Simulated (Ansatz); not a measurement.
Results of r²SCAN+rVV10 in Ansatz (PAW) for cubic perovskite TlMnCl3.

Run with plane-wave cutoff 560 eV, 8×8×8 k mesh, Fermi–Dirac smearing 0.01 eV, spin-polarised start, scalar-relativistic PAW data made under PBE.

Results at a series of volumes:

```csv
V (Å³/atom),E − E_lowest (meV/atom),P (GPa)
23.292,13.28,3.03
23.787,5.68,1.91
24.283,1.36,0.90
24.779,0.00,0.00
25.274,1.27,-0.81
25.770,4.90,-1.53
26.265,10.63,-2.17
```

**Question.** Estimate the bulk modulus from the pressures at 24.283 and 25.274 Å³/atom, and compare it with a fit to all energies.

**Answer.** B = −V dP/dV. Between V = 24.283 and 25.274 Å³/atom, dP/dV = (-0.81 − (0.90))/(25.274 − 24.283) = -1.73 GPa per Å³/atom; at the midpoint 24.779 Å³/atom this gives B ≈ 42.8 GPa. The third-order Birch–Murnaghan fit gives V0 = 24.778 Å³/atom, B0 = 42.5 GPa, B′ = 4.6, which lies within 1 % of that estimate.

Note: the magnetic order was assumed, not searched for or taken from measurement; the relaxation could not lower the start's symmetry, so the cell can be a saddle point above a distorted one.

Spin–orbit coupling is not included; it can shift volumes and moduli of such heavy elements.

Static lattice: no zero-point or thermal effects.

Ansatz is a quantum-chemistry and plane-wave program.
